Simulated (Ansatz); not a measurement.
The parent structure is BN in the zinc blende structure (space group F-43m, No. 216; a = 3.606 Å). Axes: x, y, z lie along the cube axes.

Method: DFT with PBEsol, PAW potentials and a 420 eV plane-wave cutoff in Ansatz (a quantum-chemistry and plane-wave program), no spin-orbit coupling.

Strains are applied to the cell and any free atomic positions relax; under biaxial strain the out-of-plane vector relaxes too; under stress the whole cell relaxes.

One change was made to it. Results:

```csv
quantity,base,after
band gap,4.30 eV,4.21 eV
energy relative to the base (free energy F),0 meV/atom,+0.2 meV/atom
```

**Question.** Which change produced these results?
(A) biaxial strain −0.23 %, plane normal [001], relaxed out of plane
(B) uniaxial stress, 2 GPa tension along x
(C) uniaxial stress, 3 GPa compression along x
(D) uniaxial strain ε_zz = −5.48 %
(E) isotropic strain +0.88 %

**Answer.** C, uniaxial stress, 3 GPa compression along x. For comparison, the band gap in the other runs: isotropic strain +0.88 % gives 4.27 eV; biaxial strain −0.23 %, plane normal [001], relaxed out of plane gives 4.27 eV; uniaxial strain ε_zz = −5.48 % gives 3.34 eV; uniaxial stress, 2 GPa tension along x gives 4.27 eV.

Stability under load was not tested beyond the relaxation.
